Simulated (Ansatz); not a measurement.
The starting structures come from a database of crystals and need not be the phases stable at ambient conditions.

 Where the default PAW files enter, the runs use the earlier of Ansatz's two default sets.

Given:

```yaml
crystal:
  lattice:
    - [4.63327, 0.00000, 0.00000]
    - [-2.31663, 4.01253, 0.00000]
    - [0.00000, 0.00000, 7.60243]
  atoms:
    - { symbol: Cd, position: [0.33333, 0.66667, 0.00036] }
    - { symbol: Cd, position: [0.66667, 0.33333, 0.50036] }
    - { symbol: Te, position: [0.33333, 0.66667, 0.37464] }
    - { symbol: Te, position: [0.66667, 0.33333, 0.87464] }
```

Space group of this cell: P6_3mc, wurtzite. The cell is taken as given.

The current runs along the normal of the first two printed vectors, the (001) plane. All runs by Ansatz (an electronic-structure program), plane waves and PAW, without spin-orbit coupling; the base is r2SCAN.

```csv
run,mean pressure (GPa),gap (eV),mid-gap κ (1/Å)
base,0.0,1.20,0.082
all lengths scaled by 0.98,2.7,1.41,0.091
all lengths scaled by 1.02,-2.1,…,…
lda in place of r2scan,-2.7,…,…
"lengths across the current scaled by 0.98, ions clamped",1.7,1.30,0.088
"lengths across the current scaled by 1.02, ions clamped",-1.5,1.09,0.075
"lengths along the current scaled by 0.97, ions clamped",1.3,1.34,0.087
"lengths along the current scaled by 1.03, ions clamped",-1.1,…,…
pbesol in place of r2scan,-1.3,0.58,0.045
```

Task: Fill in the missing entries.

Result: 
- all lengths scaled by 1.02, gap (eV): 1.00
- all lengths scaled by 1.02, mid-gap κ (1/Å): 0.072
- lda in place of r2scan, gap (eV): 0.44
- lda in place of r2scan, mid-gap κ (1/Å): 0.036
- lengths along the current scaled by 1.03, ions clamped, gap (eV): 1.06
- lengths along the current scaled by 1.03, ions clamped, mid-gap κ (1/Å): 0.078
